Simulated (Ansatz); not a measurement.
Functionals compared on the (322) surface of fcc Pt in its 1x1 cell, outermost plane spacing 0.48 Å in the ideal cut, in Ansatz (plane waves, PAW). The structure was relaxed with PBE; the other rows are single points on it, each with its references at the same level. Cutoff 420 eV (500 eV for r2SCAN).

Slab: 22 atoms, 10.1 Å thick at the start (thin: gaps and levels are the slab's own); k 13x4x1, smearing 0.1 eV, dipole-corrected; all atoms relaxed; held to the start's symmetry, so lower structures may exist; no spin, no spin-orbit, no U. These notes are the PBE run's.

```
functional  surface energy (J/m²)  work function of the top face (eV)  rough cost of the single point
----------  ---------------------  ----------------------------------  ------------------------------
PBE                          1.63                                5.58                               –
LDA                          2.25                                5.97     very roughly 4 core-minutes
PBEsol                          ?                                   ?   around 4 core-minutes (rough)
RPBE                         1.37                                5.42          roughly 4 core-minutes
r2SCAN                       1.85                                5.64   around 7 core-minutes (rough)
```

Question: What belongs in the gaps?

Answer: 
- PBEsol, surface energy (J/m²): 2.06
- PBEsol, work function of the top face (eV): 5.71

Ansatz is a quantum-chemistry and plane-wave program.
